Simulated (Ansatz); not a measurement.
Input and output of a self-consistent single point for SiNi (R3, 8 atoms in the cell) (Ansatz, a quantum-chemistry and plane-wave program).

Method of the run: LDA (PW92), default PAW files made with PBE (plane waves; Ansatz).

```
CELL_PARAMETERS angstrom
      4.52621     0.00000     0.00000
      0.00000     4.52621     0.00000
      0.00000     0.00000     4.52621
ATOMIC_POSITIONS crystal
  Si 0.65317 0.15317 0.34683
  Si 0.85321 0.85321 0.85321
  Si 0.15317 0.34683 0.65317
  Si 0.34683 0.65317 0.15317
  Ni 0.35050 0.85050 0.64950
  Ni 0.14950 0.14950 0.14950
  Ni 0.85050 0.64950 0.35050
  Ni 0.64950 0.35050 0.85050
```

Reference input (self-consistent single point, DFT, LDA (PW92), plane waves, default PAW files made with PBE): basis.ecutwfc = 420 eV; kpoints.mp_grid.grid = 5 5 5; hamiltonian.xc = lda; hamiltonian.pseudopotentials = {kind: paw} (the program's default PAW files); scf.occupations.method = gaussian; scf.occupations.width = 0.1 eV. This run's input differs from it in these lines:

Ansatz 0.2 input:
```diff
@@ -15,3 +15,3 @@
 basis:
-  ecutwfc: 420.0 eV
+  ecutwfc: 735.0 eV
 kpoints:
```

Output, abridged:

```
SCF iter   1: F=—  HF=-25531.941336 eV  |F-HF|=—  |Δ(HF+E_count)|=         —  Δρ=1.58e-2  dr2=9.44e-2  ethr=1.77e-3  ⟨swp⟩=8.8  Hψ=5462  notcnv=0
all-band conjugate gradients solve this SCF's bands
preconditioner: auto → Resta (q_TF=auto, 2.705 Å⁻¹)
SCF iter   2: F=—  HF=-25531.923446 eV  |F-HF|=—  |Δ(HF+E_count)|=   1.79e-2  Δρ=4.35e-3  dr2=6.17e-3  ethr=1.07e-4  ⟨swp⟩=2.2  Hψ=2514  notcnv=0  defer=46
   [... lines left out ...]
SCF iter   4: F=—  HF=-25531.922318 eV  |F-HF|=—  |Δ(HF+E_count)|=   3.13e-4  Δρ=3.11e-4  dr2=7.61e-5  ethr=1.42e-6  ⟨swp⟩=2.5  Hψ=2183  notcnv=0  defer=46
SCF iter   5: F=—  HF=-25531.922283 eV  |F-HF|=—  |Δ(HF+E_count)|=   3.48e-5  Δρ=6.00e-5  dr2=3.11e-6  ethr=8.65e-8  ⟨swp⟩=1.0  Hψ=1173  notcnv=0  defer=46
SCF iter   6: F=—  HF=-25531.922283 eV  |F-HF|=—  |Δ(HF+E_count)|=   4.89e-7  Δρ=2.33e-5  dr2=3.00e-7  ethr=3.54e-9  ⟨swp⟩=2.0  Hψ=1834  notcnv=0  defer=46
SCF iter   7: F=-25531.922283 eV  HF=-25531.922283 eV  |F-HF|=9.62e-8  |Δ(HF+E_count)|=   2.96e-8  Δρ=1.26e-5  dr2=9.92e-8  ethr=1.14e-10  ⟨swp⟩=10.1  Hψ=6571  notcnv=0
SCF 1 converged in 7 iterations: F = -25531.922283 eV  dr2 = 9.92e-8
Free energy (F): -25531.922283 eV
Internal energy: -25531.911883 eV  (E = F + TS)
E sigma→0 (E₀):  -25531.917083 eV
Entropy (-TS):   -0.010401 eV (-1.300 meV/atom)
Fermi energy:    15.855515 eV
--- Forces (eV/Å), atoms counted from 1 ---
  atom   1  Si     0.02899686     0.06266665     0.00827441
  atom   2  Si    -0.31669713    -0.31669713    -0.31669713
  atom   3  Si     0.06266665     0.00827441     0.02899686
  atom   4  Si     0.00827441     0.02899686     0.06266665
  atom   5  Ni     0.11223194     0.03171966     0.00233346
  atom   6  Ni     0.07047220     0.07047220     0.07047220
  atom   7  Ni     0.03171966     0.00233346     0.11223194
  atom   8  Ni     0.00233346     0.11223194     0.03171966
--- Stress (GPa, compression-positive) ---
      -11.806475       0.132474       0.132474
        0.132474     -11.806475       0.132474
        0.132474       0.132474     -11.806475
  P = ⅓ Tr σ = -11.8065 GPa (-118.065 kbar)
  The stress holds the Pulay correction. Without it, at fixed plane waves, as pw.x and ABINIT print it: P = -11.8162 GPa
```

The run converged in 7 iterations. Against the reference run the free energy falls by 2.0 meV/atom, the pressure hardly changes (-11.79 to -11.81 GPa) and the largest force stays at 0.549 eV/Å.

The starting cell comes from a database of computed structures (which also holds hypothetical and non-ambient phases and stackings), without a prior relaxation at this level. Its lattice was rescaled by up to half a per cent. One atom was moved a little off its site on purpose. Spin polarisation is off. Ansatz's pressure includes its estimate of the finite-basis (Pulay) stress.
